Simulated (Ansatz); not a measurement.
Start from GaSb in the zinc blende structure (space group F-43m, No. 216; a = 6.112 Å).

All numbers come from PBEsol (Ansatz, a quantum-chemistry and plane-wave program), spin-orbit coupling left out, earlier PAW set.

Perturbation: an isotropic linear strain of −3.83 %, atoms relaxed at fixed cell.

Question: What happens to the energy relative to the base and hole mass?

Answer: The energy increases by 70 meV/atom; the hole mass (degenerate bands, along [100]) amounts to 0.045, 0.22, 0.22 mₑ (at Γ).

With Sb present, leaving out spin-orbit coupling can change the band edges. The levels and masses belong to the bands next to the band gap. Effective masses come from finite differences of ±0.01 Å⁻¹. No phonon test of stability was made. The final runs are not spin-polarised.
